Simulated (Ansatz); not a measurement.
The reference is FeCo in the CsCl type structure (space group Pm-3m, No. 221; a = 2.8444 Å; ferromagnetic; relaxed with 0.1 eV smearing). Axes: x, y, z lie along the cube axes.

All numbers come from PBE, PAW, 420 eV (Ansatz, an electronic-structure program; without spin-orbit coupling).

It is then changed as follows: every lattice vector is shortened by 1.47 %, atoms relaxed at fixed cell.

### Question
Predict the stress tensor and what it implies for the stiffness.

### Answer
Stress of the strained cell less that of the base (GPa, compression positive):
```
    9.4     0.0     0.0
    0.0     9.4     0.0
    0.0     0.0     9.4
```

Then B = −ΔP/(ΔV/V₀) with ΔV/V₀ = -0.0435 gives secant stiffness values (nonlinear terms included at this strain): B ≈ 217 GPa.

As a check, the harmonic strain energy −½ V₀ Δσ:ε is 15 meV/atom; the computed energy rise is 14 meV/atom.

Other magnetic orders, which the real material may have, were not ruled out. Stability against distortions was not tested.
